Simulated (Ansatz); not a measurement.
The starting structures come from a database of crystals and need not be the phases stable at ambient conditions.

Crystal: Be$_{2}$C (Fm-3m, not sure to be the ambient phase, 3 atoms a cell, 6.7 Å³ an atom, -2 GPa at this level); planes in its conventional cell.

These are PBEsol (plane waves, PAW; Ansatz, a program for electronic structure) values and carry that method's errors.

The gap is the functional's own, uncorrected, and κ follows it; spin-orbit coupling is left out. Mid-gap values are interpolated between the computed energies.

```
plane  area of the cell (Å²)  mid-gap κ (1/Å)  largest κ in the gap (1/Å)
-----  ---------------------  ---------------  --------------------------
(111)                    8.1             0.13                        0.15
(110)                   13.2                ?                        0.15
(001)                    9.4                ?                           ?
```

The slowest decay depends on the direction. Supply the withheld values.


- (110), mid-gap κ (1/Å): 0.14
- (001), mid-gap κ (1/Å): 0.17
- (001), largest κ in the gap (1/Å): 0.17
